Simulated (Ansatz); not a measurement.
Structure of amorphous Bi₂₀Se₃₀ (periodic cell):

```xyz
50
Lattice="12.1222 0.4302 0.7838 0.4302 10.9611 -0.1162 0.7838 -0.1162 11.3418" Properties=species:S:1:pos:R:3 pbc="T T T"
Bi     7.3094    11.1401     1.8120
Bi    12.2293     2.3061     8.0065
Bi     3.1162     6.1770     4.9792
Bi    10.8365     6.5341     6.7367
Bi     4.6625     1.7983     6.7669
Bi     9.6883     8.0332     2.7192
Bi    11.1114     4.4800     3.3976
Bi    12.3059    11.0965     3.2589
Bi     8.7051     8.7670    10.0782
Bi     4.5542     9.7967     4.3455
Bi     2.6868     1.0255    10.3113
Bi     3.7006     8.1365     1.0668
Bi     7.9267     3.0135     4.8544
Bi     3.0516     8.1894     8.6985
Bi     6.9200     5.2602     1.7482
Bi     9.4126    10.6280     6.5367
Bi     3.2628     2.6860     2.9461
Bi     8.6830     2.2345    10.0052
Bi     5.4408     5.1389     8.9824
Bi    12.4601     5.5969    10.6771
Se     7.3227     2.9383     7.6974
Se    10.5492     1.8599     5.2916
Se     6.3479     3.6743    11.1774
Se     0.9074     2.2024     1.5648
Se     2.4021     1.1881     5.0345
Se    10.9683    11.1950     8.8099
Se     6.5146     8.4617     2.4907
Se     3.2972     5.9156    10.6237
Se     3.1956     3.4601     8.3610
Se     6.8441     0.2079    10.3080
Se     4.9141     7.5970     6.5454
Se    10.5248     4.4975     8.7075
Se     0.7056     4.3429     4.7200
Se     2.1997     9.5059    11.2231
Se     6.1478     7.7967    10.1160
Se    12.6011     7.7575     8.7812
Se    12.2842     2.4940    10.8160
Se     8.8204     5.8499     4.6992
Se     4.0508     5.6557     2.4410
Se    11.1552     9.0609     5.1190
Se     3.9988     0.2249     1.8823
Se    10.2394    10.5018     1.4109
Se     2.8260    10.7986     7.6988
Se     5.1534     3.9017     5.0453
Se    12.1593     6.7973     2.1970
Se     9.8073     6.3812    11.6323
Se     8.4321     8.0709     7.4776
Se     6.7568     0.3870     4.7549
Se     2.1844     8.5507     3.6593
Se     8.4291     2.8861     1.9688
```

Level of theory: PBE-D3(BJ), scalar-relativistic without spin-orbit coupling, PAW (Ansatz default set, large-core Se) (plane waves to 420 eV; Ansatz, a program for electronic structure).

The cell was made by melting and quenching with the CHGNet potential and then relaxed with DFT. The hot cell started wider than the set density and was brought back towards it in steps. It is the lowest in DFT energy of 3 quenches. It is a model cell: composition and starting density were chosen by hand, and all elements were melted together. The geometry includes D3(BJ) dispersion. Its density started from a set value of 6.97 and ended at 7.26 g/cm³. The quench (nominally 79 K/ps over its main leg) was far faster than any real one, so the model tends to hold more defects than a real film. One small periodic cell is one sample of the glass; other quenches scatter about these values. Volume and shape were free in the relaxation. On a 2×2×2 Γ-centred mesh force components of up to 0.14 eV/Å stay, since the relaxation ran on one k-point at (1/4, 1/4, 1/4). Cycles of charging lowered its energy after that relaxation.

Neighbours within Bi-Bi 3.55 Å, Bi-Se 3.32 Å, Se-Se 2.76 Å count as bonded.

**Question.** Give the coordination numbers, mean bond lengths and angles.

**Answer.** 
| Property | Result |
|---|---|
| Mean coordination of Bi | 5.50 (1 with 4, 9 with 5, 9 with 6, 1 with 7) |
| Mean coordination of Se | 3.67 (13 with 3, 14 with 4, 3 with 5) |
| Mean Bi-Se bond | 2.946 Å (spread 0.145 Å, 110 counted) |
| Bond angle at Bi | mean 103.8°, spread 29.9° |
| Bond angle at Se | mean 104.7°, spread 21.2° |

**Question.** List the pairs of like atoms that count as bonded by the rules above.

**Answer.** There are none by these rules.
